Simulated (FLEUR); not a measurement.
# Equation of state of rock-salt BaS (space group 225): energy against volume (FLEUR, LDA)

```
BaS
1.0
    0.00000     3.07074     3.07074
    3.07074     0.00000     3.07074
    3.07074     3.07074     0.00000
Ba S
1 1
Direct
  0.00000   0.00000   0.00000
  0.50000   0.50000   0.50000
```

Method of the run: LDA (Perdew-Zunger), all-electron FLAPW (FLEUR), scalar-relativistic valence (FLEUR). Settings: Kmax = 4.33 1/bohr; GmaxXC = 17.3 1/bohr; xcFunctional = pz; jspins = 1; l_soc = F; mode = hist; fermiSmearingEnergy = 0.00036749 Htr; mesh (inpgen div1-3) = 9 9 9; inpgen gamma flag = false; Gmax = 17.3 1/bohr; numbands = 0; maxIterBroyd = 15; imix = Anderson; alpha = 0.05; precondParam = 0; minDistance = 1e-05 me/bohr^3. The cell above is the first row's. The rows scale it uniformly. In all rows fractional positions and the k mesh are held. E is the free energy at the stated smearing, counted from the lowest row.

| V (Å^3/atom) | E (meV/atom) |
|---|---|
| 28.955 | 21.22 |
| 29.585 | 9.20 |
| 30.214 | 2.31 |
| 30.844 | 0.00 |
| 31.473 | 1.79 |
| 32.103 | 7.25 |
| 32.732 | 15.98 |
| 33.361 | 27.63 |
| 33.991 | ? |

**Question.** Using the third-order Birch-Murnaghan form, a cubic in V^(-2/3), estimate the missing E at V = 33.991 from the other rows, showing the fit.

**Answer.** With u = V^(-2/3) - 0.1011, the rows have u = 0.0049517, 0.0034408, 0.0019848, 0.0005763, -0.0007830, -0.0020998, -0.0033722, -0.0046044. Least squares gives E = 0.281 - 1097.2·u + 1063296·u² + 2493807·u³. Residuals (row less fit): -0.002, 0.004, -0.002, -0.002, -0.001, 0.000, 0.003, -0.002; standard error 0.003 (degrees of freedom: 4). Its minimum lies at u = 0.0005150, so V0 = (0.1016150)^(-3/2) = 30.87. There d²E/du² = 2134000 and d³E/du³ = 1.496e7, so B0 = (4/9) × 30.87^(-7/3) × 2134000 × 0.160218 = 50.8 GPa (the last factor turns the table's units into GPa), and B0' = 4 + (2/3) × 0.1016150 × (1.496e7)/2134000 = 4.5. At the withheld row, u = -0.0058005, so E = 0.281 - 1097.2 × (-0.0058005) + 1063296 × (-0.0058005)² + 2493807 × (-0.0058005)³ = 41.934 meV/atom. The calculation gives 41.90 meV/atom, 0.034 meV/atom below the prediction (0.1 % of the range of E in the table). The row lies outside the fitted rows, so this is an extrapolation. From the scatter of the fitted rows alone, a prediction at this place has a standard error of 0.008 meV/atom, so the miss is 4.2 times that.

Carrying the step between the two nearest rows on in a straight line would have given 39.30, off by 2.60; series whose last step already gives the withheld value aren't shown. The scan was laid around a cell of about the measured size, scaled by a guess for this functional. The runs keep the symmetry of the cell, so they don't test it for distortions. Values depend on the basis (sphere radii, cutoffs, local orbitals), which need not be converged. Spin-orbit coupling is off. Cutoffs and mesh are single choices, not tested for convergence of this quantity. Series with a scatter that would blur these digits, or in which a gap closes, are not shown. Nor are scans whose minimum lies at an end fitted in this form.

Terms beyond the fitted order, or numerical noise in single rows, can give a miss of this size; the table doesn't tell which.
